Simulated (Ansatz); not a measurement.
Start from Ti3Al (space group P6_3/mmc, No. 194; a = 5.7474 Å, c = 4.6319 Å). Axes: x lies along a and z along c of the hexagonal cell.

Level of theory: r2SCAN (Ansatz, an electronic-structure program), spin-orbit coupling left out, earlier PAW set.

Strains are applied to the cell and any free atomic positions relax; under biaxial strain the out-of-plane vector relaxes too.

One change was made to it. Results:

```json
[
 {"quantity": "energy relative to the base (free energy F)", "base": "0 meV/atom", "after": "+49 meV/atom"},
 {"quantity": "volume per atom", "base": "16.56 Å³", "after": "15.55 Å³"},
 {"quantity": "pressure (mean of the normal stresses, compression positive)", "base": "0.0 GPa", "after": "8.5 GPa"},
 {"quantity": "band gap", "base": "zero", "after": "zero"}
]
```

Which of these changes matches the shifts?
A. strain tensor (xx, yy, zz, yz, xz, xy) = (+0.03, +0.55, −0.98, −0.90, −0.57, −0.58) %
B. uniaxial strain ε_yy = −1.37 %
C. uniaxial strain ε_yy = −1.15 %
D. uniaxial strain ε_zz = −1.46 %
E. biaxial strain −4.07 %, plane normal [001], relaxed out of plane

E, biaxial strain −4.07 %, plane normal [001], relaxed out of plane. For comparison, the energy relative to the base in the other runs: strain tensor (xx, yy, zz, yz, xz, xy) = (+0.03, +0.55, −0.98, −0.90, −0.57, −0.58) % gives +3.1 meV/atom; uniaxial strain ε_yy = −1.15 % gives +1.4 meV/atom; uniaxial strain ε_zz = −1.46 % gives +2.8 meV/atom; uniaxial strain ε_yy = −1.37 % gives +2.0 meV/atom.

No phonon test of stability was made. The final runs are not spin-polarised.
